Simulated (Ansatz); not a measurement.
C under load (space group Fd-3m): band-edge transport data

Data:

```
C
1.0
    0.00000     1.70818     1.70818
    1.70818     0.00000     1.70818
    1.70818     1.70818     0.00000
C
2
Direct
  0.00000   0.00000   0.00000
  0.25000   0.25000   0.25000
```

The numbers are results of r2SCAN, rigid bands (plane waves, PAW, scalar-relativistic; Ansatz, a quantum-chemistry and plane-wave program), not measurements. Condition of this run: hydrostatic pressure of 66 GPa (compression positive) (the target of the relaxation). Geometry: cell and atoms relaxed with PBEsol, then loaded as said.

The band gap is 4.66 eV and the electron conductivity mass (300 K, dilute) is 0.39 mₑ. The hole conductivity mass (300 K, dilute) comes out as 0.46 mₑ and the effective density of states N_c (300 K) is 5.5e19 cm⁻³. The effective density of states N_v (300 K) is 3.7e19 cm⁻³ and the density-of-states mass, electrons is 1.68 mₑ. The density-of-states mass, holes comes out as 1.30 mₑ, the Seebeck coefficient, n-type 1e19 cm⁻³, 300 K is -361 μV/K and the best n-type power factor at 300 K for τ = 10 fs (best axis; densities from 1e16 to 1e21 cm⁻³ tried, whether or not they can be reached) comes out as 23 μW/(cm·K²) at 3e20 cm⁻³. The Seebeck coefficient, p-type 1e19 cm⁻³, 300 K is 326 μV/K and the best p-type power factor at 300 K for τ = 10 fs (best axis; densities from 1e16 to 1e21 cm⁻³ tried, whether or not they can be reached) is 12.7 μW/(cm·K²) at 1e20 cm⁻³.

Rigid bands; masses and Seebeck coefficients take one relaxation time τ for all states and one kind of carrier; polarons and phonon drag are left out. Spin-orbit coupling is left out. Geometry: cell and atoms relaxed with PBEsol.
